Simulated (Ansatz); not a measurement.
The parent structure is SnTe in the rock salt structure (space group Fm-3m, No. 225; a = 6.3697 Å).

Modification: an isotropic linear strain of +1.72 %, atoms relaxed at fixed cell.

Level of theory: Ansatz (a first-principles code), r2SCAN, PAW, cutoff 500 eV, without spin-orbit coupling.

Base, band edges from the VBM (valence, conduction): X -3.96, 2.44; W -1.03, 0.84; L 0.00, 0.13; Γ -2.40, 3.36; K -2.87, 2.98; U -2.87, 2.98 eV.

**Question.** Give the band edges at the high-symmetry points of the new zone, measured from its valence-band maximum.

**Answer.** 
| point | valence edge (eV) | conduction edge (eV) |
|---|---|---|
| Γ | -2.13 | 3.37 |
| X | -3.59 | 2.76 |
| U | -2.62 | 2.99 |
| K | -2.62 | 2.99 |
| L | 0.00 | 0.28 |
| W | -0.90 | 0.96 |

The gap is 0.28 eV, direct at L.

Spin-orbit coupling, missing from the scalar runs, can matter with Te. Stability against distortions was not tested. The zero or small gap of SnTe can change with the level of theory.
